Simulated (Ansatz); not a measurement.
End structure of a constructed model of the (0001) surface of hcp Re, a pseudomorphic layer of Nb in the host's stacking (bottom of the slab: a bare face, its two planes held):

```
CELL_PARAMETERS angstrom
      2.77572     0.00000     0.00000
     -1.38786     2.40385     0.00000
      0.00000     0.00000    30.50000
ATOMIC_POSITIONS crystal
  Re 0.66667 0.33333 0.26962
  Re 0.33333 0.66667 0.34308
  Re 0.66667 0.33333 0.41800
  Re 0.33333 0.66667 0.48961
  Re 0.66667 0.33333 0.56522
  Re 0.33333 0.66667 0.63574
  Nb 0.66667 0.33333 0.71648
```

Set-up: 7 atoms, 14.1 Å thick at the start; mesh 15x15x1; 0.1 eV smearing; dipole correction on; single point; on the structure that PBE left under its start's symmetry; no spin, no spin-orbit, no U. It is one candidate, not shown to be the stable structure of the face.

Predict the work function of the top face from Ansatz (an electronic-structure program) with r2SCAN, at the PBE geometry.

4.87 eV
